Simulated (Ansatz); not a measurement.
LiH (Fm-3m): electron mass 0.311 mₑ, hole mass 0.492 mₑ, dielectric constants ε∞ = 3.89 and ε₀ = 13.4, effective LO phonon energy 139 meV (band masses from Ansatz (a first-principles code) with r2SCAN, rigid bands, cell and atoms relaxed with PBEsol; dielectric constants and zone-centre modes from r2SCAN (Ansatz) on its own relaxed cell).

**Question.** Estimate a shallow donor's binding energy, its radius and the Mott density in the hydrogenic model.

**Answer.** E_d = 13.606 eV × m/ε₀² = 23.6 meV and a = 0.0529 nm × ε₀/m = 2.28 nm; n^(1/3) a = 0.26 gives 1.5e18 cm⁻³. The orbit spans many cells, so the model is sensible.

**Question.** Bracket the exciton binding energy.

**Answer.** The reduced mass is 0.191 mₑ, which gives 14.4 meV with ε₀ and 171 meV with ε∞. The phonon energy lies between the two, so neither limit holds, and the model's value lies between them.

Isotropic masses (harmonic means over directions) and a parabolic band; the masses carry the functional's gap error.
